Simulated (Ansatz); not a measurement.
**Pressure series in Ag**

The reference is Ag in the fcc (Cu type) structure (space group Fm-3m, No. 225; a = 4.149 Å).

Cell and atoms are relaxed at each pressure.

Computed with PBE (Ansatz, a program for electronic structure), without spin-orbit coupling.

| pressure (GPa) | volume per atom (Å³/atom) |
|---|---|
| -2 | 18.278 |
| 0 | 17.850 |
| 1.8 | 17.515 |
| 4.2 | 17.126 |
| 9 | 16.485 |
| 18 | ? |
| 30 | 14.740 |
| 45 | 13.960 |
| 60 | 13.364 |

### Question
Fit the third-order Birch–Murnaghan form P(V) = (3B₀/2)[(V₀/V)^(7/3) − (V₀/V)^(5/3)]·[1 + (3/4)(B₀′ − 4)((V₀/V)^(2/3) − 1)] (squares taken in P) to the rows shown and predict the withheld row.

### Answer
Least squares on the printed values gives V₀ = 17.848 Å³/atom, B₀ = 90.3 GPa, B₀′ = 5.8; this predicts 15.594 Å³/atom, and the run gives 15.591 Å³/atom, 0.003 lower.

Measured bulk modulus of Ag: 110 GPa (static lattice; corrected from measurement; as listed in H. Levämäki et al., Physical Review B (2014)); the computed value is 18 % below it.

Load acts through the strain it causes; cell and atoms are relaxed under it. Whether these cells are dynamically stable was not tested. No other phases were tried under pressure.
